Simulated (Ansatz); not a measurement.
Results of r²SCAN (plane waves, PAW; Ansatz, a first-principles code) for InP (model structure, started from the BN type, Pm-3n, No. 223, 12 atoms in the cell).

Settings: plane-wave cutoff 560 eV, 6×6×6 k mesh, Fermi–Dirac smearing 0.01 eV, scalar-relativistic PAW data made under PBE.

Cell (relaxed with PBEsol):

```cif
data_In6P6
_chemical_formula_sum 'In6 P6'
_space_group_name_H-M_alt 'P 1'
_space_group_IT_number 1
_cell_length_a 7.24066
_cell_length_b 7.24066
_cell_length_c 7.24066
_cell_angle_alpha 90.000
_cell_angle_beta 90.000
_cell_angle_gamma 90.000
loop_
_space_group_symop_operation_xyz
  'x, y, z'
loop_
_atom_site_label
_atom_site_type_symbol
_atom_site_fract_x
_atom_site_fract_y
_atom_site_fract_z
_atom_site_occupancy
In1 In 0.25000 0.00000 0.50000 1
In2 In 0.50000 0.25000 0.00000 1
In3 In 0.50000 0.75000 0.00000 1
In4 In 0.75000 0.00000 0.50000 1
In5 In 0.00000 0.50000 0.75000 1
In6 In 0.00000 0.50000 0.25000 1
P1 P 0.25000 0.50000 0.00000 1
P2 P 0.00000 0.25000 0.50000 1
P3 P 0.00000 0.75000 0.50000 1
P4 P 0.75000 0.50000 0.00000 1
P5 P 0.50000 0.00000 0.75000 1
P6 P 0.50000 0.00000 0.25000 1
```

Predict the band gap.


* **band gap**: 1.14 eV

Note: the relaxation could raise the start's symmetry but not lower it, so the cell can be a saddle point; cell and atoms aren't relaxed at this level (pressure 0.7 GPa).

Spin–orbit coupling is not included.

Computed values are for the static lattice.

A model structure was made by putting elements into a prototype or built by hand; it is no filed structure, need not be a known phase, and can be a saddle point held by its symmetry.
